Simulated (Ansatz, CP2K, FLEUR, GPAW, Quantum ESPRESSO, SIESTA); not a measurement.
## One structure in several programs: Ni3Se2 (R32, 5 atoms in the cell)

Self-consistent single point.

```
CELL_PARAMETERS angstrom
      2.93861     1.69661     2.35543
     -2.93861     1.69661     2.35543
      0.00000    -3.39322     2.35543
ATOMIC_POSITIONS crystal
  Ni 0.24677 0.75323 0.00000
  Ni 0.00000 0.24677 0.75323
  Ni 0.75323 0.00000 0.24677
  Se 0.25788 0.25788 0.25788
  Se 0.74212 0.74212 0.74212
```

Shared settings, as Ansatz (a first-principles code) writes them: kpoints.mp_grid.grid = 7 7 7; scf.occupations.method = gaussian; scf.occupations.width = 0.1 eV. Potentials and cutoffs stand in the table.

```tsv
code	model	pressure (GPa)	largest force (eV/Å)	cutoff
Ansatz	PBEsol, PAW files made with PBE	4.92	0.392	default
GPAW	PBEsol, GPAW PAW datasets PBEsol (made by gpaw-setup)	6.67	0.545	850 eV
CP2K	PBEsol, GPW, DZVP-MOLOPT-SR-GTH basis, GTH-PBE potentials (GTH_POTENTIALS)	8.40	0.686	grid 600 Ry
FLEUR	PBEsol, all-electron FLAPW (FLEUR), scalar-relativistic valence	–	0.427	Kmax 3.9 1/bohr
SIESTA	GGA PBEsol, numerical atomic orbitals DZP, PseudoDojo PBEsol standard norm-conserving potentials (rewritten from UPF to PSML)	7.90	1.171	grid 400 Ry
Quantum ESPRESSO	PBEsol, PSlibrary PAW (PBE) pseudopotentials	5.92	0.525	50 Ry
```

Size of the force on each atom (eV/Å): Sizes of forces hide their directions.

```
code                Ni1    Ni2    Ni3    Se4    Se5
----------------  -----  -----  -----  -----  -----
Ansatz            0.170  0.170  0.170  0.392  0.392
GPAW              0.218  0.218  0.218  0.545  0.545
CP2K              0.230  0.230  0.230  0.686  0.686
FLEUR             0.133  0.133  0.133  0.427  0.427
SIESTA            0.350  0.350  0.350  1.171  1.171
Quantum ESPRESSO  0.189  0.189  0.189  0.525  0.525
```

A dash marks a value that a program does not give, or that is left out as unsure.

On Ansatz's run: spin polarisation is off, so a magnetic state, if there is one, cannot be reached.

The spread over the programs that give each value: pressure within 3.48 GPa; largest force within 0.779 eV/Å.

CP2K and SIESTA use small atom-centred bases, whose incompleteness enters pressures, forces and empty levels differently from a plane-wave cutoff. FLEUR treats all electrons, but the usual bases taken here (sphere radii, linearisation, local orbitals, empty states) were not tested for convergence, so the values are no reference for the others. Ansatz's pressure is given at a fixed set of plane waves, as the other plane-wave codes print theirs; with its correction for the finite basis it is 4.98 GPa. In the pressure, Ansatz (by 1.00), CP2K (by 2.48) and SIESTA (by 1.98) lie more than 1 GPa from the median of the plane-wave programs. In the force vectors, Ansatz (by 0.133), CP2K (by 0.161), FLEUR (by 0.097) and SIESTA (by 0.646) lie more than 0.08 eV/Å from the median of the plane-wave programs.

The starting cell comes from a database of computed structures (which also holds hypothetical and non-ambient phases and stackings), without a prior relaxation at this level. Its lattice was rescaled by a random factor within 2.5 % of one.

Keys are those of Ansatz 0.2.
